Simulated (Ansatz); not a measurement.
Start from NaI in the rock salt structure (space group Fm-3m, No. 225; a = 6.4021 Å). Axes: x, y, z lie along the cube axes.

Calculations: PBEsol, PAW, 420 eV (Ansatz, a first-principles code; no spin-orbit coupling).

For the base:

| Quantity | Result |
|---|---|
| Valence-band top at Γ | 0.00, 0.00, 0.00 eV |
| Shortest interatomic distance | 3.201 Å |
| Band gap | 3.60 eV |
| Electron mass | 0.26 mₑ (at Γ) |

Perturbation: a pure shear with ε_xy = ε_yx = 0.0086; the atoms relax in the strained cell.

### Question
What does the calculation give for the valence-band top at Γ, shortest interatomic distance, stress, band gap and electron mass after the change?

### Answer
The valence-band top at Γ (three highest levels, from the VBM) changes from 0.00, 0.00, 0.00 eV to 0.00, -0.04, -0.08 eV; the shortest interatomic distance stays 3.201 Å; the stress (xx, yy, zz, yz, xz, xy; compression positive) amounts to (0.01, 0.01, 0.01, 0.00, 0.00, -0.12) GPa; the band gap decreases by 0.041 eV (3.60 eV → 3.55 eV); the electron mass remains 0.26 mₑ (at Γ).

With I present, leaving out spin-orbit coupling can change the band edges. Masses are band curvatures over ±0.01 Å⁻¹ around the edge. Stability against distortions was not tested.
